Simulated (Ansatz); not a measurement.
The reference is AlRu in the CsCl type structure (space group Pm-3m, No. 221).

```
AlRu
1.0
    2.97633     0.00000     0.00000
    0.00000     2.97633     0.00000
    0.00000     0.00000     2.97633
Al Ru
1 1
Direct
  0.00000   0.00000   0.00000
  0.50000   0.50000   0.50000
```

Levels (all Ansatz, a program for electronic structure, PAW): PBEsol (420 eV, without spin-orbit coupling); r2SCAN (500 eV, without spin-orbit coupling).

The geometry is relaxed with PBEsol.

| Quantity | Result |
|---|---|
| PBEsol pressure | 0.0 GPa |

With r2SCAN at the same geometry, the pressure goes from zero to 1.4 GPa.

Single points use the geometry relaxed with PBEsol. Their cutoffs differ, which shifts pressures a little. Stability against distortions was not tested. All final runs are without spin polarisation.
